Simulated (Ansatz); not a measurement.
Start from InP (space group Pm-3n, No. 223; a = 7.334 Å; a hypothetical phase, not in the database extracts checked).

(Cell as relaxed with PBE.)

Levels (all Ansatz, a program for electronic structure, PAW): PBE (420 eV, no SOC); PBEsol (420 eV, without spin-orbit coupling).

Each level relaxes its own structure.

```json
[
 {"base": "volume per atom", "PBE": "32.88 Å³", "PBEsol": "31.64 Å³"},
 {"base": "lattice parameter a", "PBE": "7.334 Å", "PBEsol": "7.241 Å"},
 {"base": "band gap", "PBE": "0.50 eV", "PBEsol": "0.65 eV"}
]
```

Perturbation: a negative pressure, −2 GPa.

| quantity | PBE | PBEsol |
|---|---|---|
| lattice parameter a | 7.456 Å | 7.346 Å |
| shift of the gap caused by the change | -0.28 eV | -0.24 eV |
| band gap | 0.22 eV | 0.41 eV |

PBE's lattice parameter a lies 0.110 Å above PBEsol's (1.5 %); PBE's shift of the gap caused by the change lies 0.04 eV below PBEsol's; PBE's band gap lies 0.19 eV below PBEsol's. Neither level is exact; PBEsol is the comparison here, not a measurement.

Load acts through the strain it causes; cell and atoms are relaxed under it. Stability against distortions was not tested. A zero or small gap of InP under pressure −2 GPa can be the functional's error rather than a property of the material.
